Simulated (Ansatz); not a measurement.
# Pressure series in BP

The reference is BP in the zinc blende structure (space group F-43m, No. 216; a = 4.5364 Å).

Cell and atoms are relaxed at each pressure.

Method: Ansatz (a program for electronic structure) r2SCAN, no spin-orbit coupling, earlier PAW set.

Candidates:
(a) pressure 45 GPa
(b) pressure −1 GPa
(c) pressure 4.2 GPa
(d) pressure 30 GPa
(e) pressure 60 GPa

Base values:

The band gap is 1.41 eV.

Question: Order them by band gap, highest first.

Answer: (b) pressure −1 GPa (1.42 eV), (c) pressure 4.2 GPa (1.37 eV), (d) pressure 30 GPa (1.19 eV), (a) pressure 45 GPa (1.09 eV), (e) pressure 60 GPa (1.00 eV)

Load acts through the strain it causes; cell and atoms are relaxed under it. No phonon test of stability was made. No other phases were tried under pressure.
